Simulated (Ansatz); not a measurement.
# Equilibrium lattice constant a of CsCl-type BaO (model structure) at several levels of theory

No measured value is used here.

```tsv
level (code)	value (Å)
LDA (Ansatz)	3.238
PBE (Ansatz)	…
PBEsol (Ansatz)	3.276
```

Problem. Complete the blanks.

Solution. 
- PBE (Ansatz, an electronic-structure program), value (Å): 3.340

Ansatz's density-functional and Hartree–Fock values are scalar-relativistic unless marked +SOC, with PAW data made under PBE.

A model structure was made by putting elements into a prototype or built by hand; it is no filed structure, need not be a known phase, and can be a saddle point held by its symmetry.
